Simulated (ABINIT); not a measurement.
**Input and output of a self-consistent single point for NaCl (Fm-3m, 2 atoms in the cell) (ABINIT)**

Method: PBE, PAW (JTH v2.0 PBE PAW) (plane waves; ABINIT).

Input:

```
# NaCl, JTH v2.0 PBE PAW
pp_dirpath "./"
pseudos "Na.GGA_PBE-JTH.xml, Cl.GGA_PBE-JTH.xml"
acell 7.5363832072 7.5363832072 7.5363832072
rprim
        -0.0000000000    0.7071067812    0.7071067812
         0.7071067812   -0.0000000000    0.7071067812
         0.7071067812    0.7071067812   -0.0000000000
natom 2
ntypat 2
znucl 11 17
typat 1 2
xred
         0.0000000000    0.0000000000    0.0000000000
         0.5000000000    0.5000000000    0.5000000000
ecut 30
pawecutdg 60
pawxcdev 0
ixc 11
occopt 3
tsmear 0.02 eV
nband 13
kptopt 1
ngkpt 10 10 10
nshiftk 1
shiftk 0 0 0
nstep 100
toldfe 1.0e-09
prtwf 0
prtden 0
prtvol 1
```

The program printed (abridged):

```
 Symmetries : space group Fm -3 m (#225); Bravais cF (face-center cubic)

 -outvars: echo values of preprocessed input variables --------
            acell      7.5363832072E+00  7.5363832072E+00  7.5363832072E+00 Bohr
             ecut      3.00000000E+01 Hartree
              ixc          11
         kptrlatt       10    0    0      0   10    0      0    0   10
          kptrlen      7.53638321E+01
            natom           2
            nband          13
            ngfft          40      40      40
          ngfftdg          54      54      54
             nkpt          47
            nstep         100
             nsym          48
           ntypat           2
           occopt           3
        pawecutdg      6.00000000E+01 Hartree
         pawxcdev           0
            rprim     -0.0000000000E+00  7.0710678120E-01  7.0710678120E-01
                       7.0710678120E-01 -0.0000000000E+00  7.0710678120E-01
                       7.0710678120E-01  7.0710678120E-01 -0.0000000000E+00
          spgroup         225
           toldfe      1.00000000E-09 Hartree
           tsmear      7.34986508E-04 Hartree
            typat      1  2
           useylm           1
             xred      0.0000000000E+00  0.0000000000E+00  0.0000000000E+00
                       5.0000000000E-01  5.0000000000E-01  5.0000000000E-01
            znucl       11.00000   17.00000

== DATASET  1 ==================================================================

 Exchange-correlation functional for the present dataset will be:
  GGA: Perdew-Burke-Ernzerhof functional - ixc=11
 Citation for XC functional:
  J.P.Perdew, K.Burke, M.Ernzerhof, PRL 77, 3865 (1996)

 Real(R)+Recip(G) space primitive vectors, cartesian coordinates (Bohr,Bohr^-1):
 R(1)=  0.0000000  5.3290277  5.3290277  G(1)= -0.0938257  0.0938257  0.0938257
 R(2)=  5.3290277  0.0000000  5.3290277  G(2)=  0.0938257 -0.0938257  0.0938257
 R(3)=  5.3290277  5.3290277  0.0000000  G(3)=  0.0938257  0.0938257 -0.0938257
 Unit cell volume ucvol=  3.0267317E+02 bohr^3
 Angles (23,13,12)=  6.00000000E+01  6.00000000E+01  6.00000000E+01 degrees

 Coarse grid specifications (used for wave-functions):

 getcut: wavevector=  0.0000  0.0000  0.0000  ngfft=  40  40  40
         ecut(hartree)=     30.000   => boxcut(ratio)=   2.15264

 Fine grid specifications (used for densities):

 getcut: wavevector=  0.0000  0.0000  0.0000  ngfft=  54  54  54
         ecut(hartree)=     60.000   => boxcut(ratio)=   2.05560

   3.64932411E+02                                ecore*ucvol(ha*bohr**3)

_setup2: Arith. and geom. avg. npw (full set) are    2374.711    2374.700

--- !BeginCycle
solver: {iscf: 17, nstep: 100, nline: 4, wfoptalg: 10, }
tolerances: {toldfe: 1.00E-09, }
...

     iter   Etot(hartree)      deltaE(h)  residm     nres2
 ETOT  1  -63.210171913654    -6.321E+01 8.838E-01 3.518E+00
 ETOT  2  -63.368213087686    -1.580E-01 3.203E-02 1.087E+00
 ETOT  3  -63.367981718646     2.314E-04 2.550E-02 3.045E-01
 ETOT  4  -63.368202491647    -2.208E-04 2.514E-03 2.062E-02
 ETOT  5  -63.368271127369    -6.864E-05 1.152E-03 7.928E-04
 ETOT  6  -63.368276545282    -5.418E-06 7.597E-04 8.462E-06
 ETOT  7  -63.368276649382    -1.041E-07 3.406E-04 3.444E-07
 ETOT  8  -63.368276650294    -9.120E-10 2.646E-04 6.779E-09
 ETOT  9  -63.368276650410    -1.158E-10 1.191E-04 6.339E-10

 At SCF step    9, etot is converged :
  for the second time, diff in etot=  1.158E-10 < toldfe=  1.000E-09

 Cartesian components of stress tensor (hartree/bohr^3)
  sigma(1 1)= -2.24232946E-05  sigma(3 2)=  0.00000000E+00
  sigma(2 2)= -2.24232946E-05  sigma(3 1)=  0.00000000E+00
  sigma(3 3)= -2.24232946E-05  sigma(2 1)=  0.00000000E+00

 ----iterations are completed or convergence reached----

 reduced coordinates (array xred) for    2 atoms
       0.000000000000      0.000000000000      0.000000000000
       0.500000000000      0.500000000000      0.500000000000
 cartesian forces (eV/Angstrom) at end:
    1     -0.00000000000000    -0.00000000000000    -0.00000000000000
    2     -0.00000000000000    -0.00000000000000    -0.00000000000000
 frms,max,avg= 0.0000000E+00 0.0000000E+00   0.000E+00  0.000E+00  0.000E+00 e/A
 length scales=  7.536383207200  7.536383207200  7.536383207200 bohr
              =  3.988082228451  3.988082228451  3.988082228451 angstroms
 Fermi (or HOMO) energy (hartree) =   0.10346   Average Vxc (hartree)=  -0.29890
 Eigenvalues (hartree) for nkpt=  47  k points:
 kpt#   1, nband= 13, wtk=  0.00100, kpt=  0.0000  0.0000  0.0000 (reduced coord)
  -1.82994   -0.79765   -0.79765   -0.79765   -0.49703   -0.03192   -0.03192   -0.03192
   0.15552    0.37570    0.37570    0.37570    0.45345
      occupation numbers for kpt#   1
   2.00000    2.00000    2.00000    2.00000    2.00000    2.00000    2.00000    2.00000
   0.00000    0.00000    0.00000    0.00000    0.00000
 prteigrs : prtvol=0 or 1, do not print more k-points.

--- !EnergyTerms
comment             : Components of total free energy in Hartree
kinetic             :  1.55828086393605E+01
hartree             :  1.93870934609105E+01
xc                  : -7.40326037309417E+00
Ewald energy        : -3.44030120655492E+01
psp_core            :  1.20569792791059E+00
local_psp           : -4.60383694521796E+01
spherical_terms     : -1.16992357709802E+01
internal            : -6.33682776336216E+01
'-kT*entropy'       :  5.01757169413105E-16
total_energy        : -6.33682776336216E+01
total_energy_eV     : -1.72433852723553E+03
...

-Cartesian components of stress tensor (GPa)         [Pressure=  6.5972E-01 GPa]
- sigma(1 1)= -6.59715992E-01  sigma(3 2)=  0.00000000E+00
- sigma(2 2)= -6.59715992E-01  sigma(3 1)=  0.00000000E+00
- sigma(3 3)= -6.59715992E-01  sigma(2 1)=  0.00000000E+00

 Calculation completed.
```

The run converged in 9 iterations.

The starting cell has typed, rounded lattice constants, without a prior relaxation at this level.

Cost on one core of a shared machine: roughly 50 s.
